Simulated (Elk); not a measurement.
Band structure of PbO₂ (P4_2/mnm, 6 atoms in the cell).

```xyz
6
Lattice="5.0629 0.0000 0.0000 0.0000 5.0629 0.0000 0.0000 0.0000 3.4554" Properties=species:S:1:pos:R:3 pbc="T T T"
Pb     0.0000     0.0000     0.0000
Pb     2.5314     2.5314     1.7277
O      1.5565     1.5565     0.0000
O      3.5064     3.5064     0.0000
O      0.9750     4.0879     1.7277
O      4.0879     0.9750     1.7277
```

Level of theory: PBE, all-electron FP-LAPW, Elk's shipped species files, default APW+lo basis in Elk.

Settings: xctype = 20; rgkmax = 7; stype = 0; swidth = 0.00734986 Ha; ngridk = 5 5 7; rmtscf = 0.85.

The starting cell comes from a database of computed structures (which also holds hypothetical and non-ambient phases and stackings), without a prior relaxation at this level. Its lattice was rescaled by a random factor within 2.5 % of one. Spin-orbit coupling is off. Values depend on the basis (sphere radii, cutoffs, local orbitals), which need not be converged. The run gives no clean gap (levels at the Fermi energy touch, overlap or are partly filled at this smearing), which alone does not show that the compound is a metal.

Levels in eV from the Fermi level, bands 23 to 30:
```csv
point,23,24,25,26,27,28,29,30
Γ,-0.73,-0.73,-0.65,-0.65,0.00,3.82,5.66,5.66
X,-0.76,-0.76,-0.44,-0.44,2.02,2.02,6.26,6.26
M,-0.78,-0.78,-0.52,-0.52,2.41,2.41,6.46,6.46
Z,-1.11,-1.11,-0.82,-0.82,3.31,3.31,8.57,8.57
R,-0.79,-0.79,-0.35,-0.35,3.61,3.61,7.00,7.00
A,-0.71,-0.71,-0.56,-0.56,2.44,2.44,8.11,8.11
```

Bands cross the Fermi level along this path, so the cell is metallic at this level.
